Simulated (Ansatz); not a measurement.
## A computed series for ZrSe2: point defects

Base system: a 9-atom supercell of ZrSe2 in the CdI2 type structure (space group P-3m1, No. 164; a = 3.735 Å, c = 6.032 Å; layered, stacked along the Cartesian z axis) at its relaxed geometry.

One neutral defect a cell, atoms relaxed at fixed cell.

Level of theory: PBE-D3(BJ) (Ansatz, a quantum-chemistry and plane-wave program), scalar-relativistic without spin-orbit coupling.

```json
[
 {"variant": "perfect supercell", "largest displacement of a host atom from its site in the perfect cell": "–", "pressure": "0.0 GPa"},
 {"variant": "H interstitial (started 2.58 Å from the nearest host atom), symmetric start", "largest displacement of a host atom from its site in the perfect cell": "0.21 Å", "pressure": "-1.0 GPa"},
 {"variant": "Se on a Zr site (antisite), symmetric start", "largest displacement of a host atom from its site in the perfect cell": "0.05 Å", "pressure": "0.6 GPa"},
 {"variant": "Os on a Se site", "largest displacement of a host atom from its site in the perfect cell": "0.21 Å", "pressure": "-3.4 GPa"},
 {"variant": "Se vacancy", "largest displacement of a host atom from its site in the perfect cell": "___", "pressure": "___"}
]
```

Question: What belongs in the blanks?

Answer: 
- Se vacancy, largest displacement of a host atom from its site in the perfect cell: 0.34 Å
- Se vacancy, pressure: 0.5 GPa

In so small a cell the defect repeats every few ångströms: this is an ordered compound, not a dilute defect. Defects with a symmetric start kept the site's symmetry and may sit on a saddle; the others started slightly shaken. All final runs are without spin polarisation.
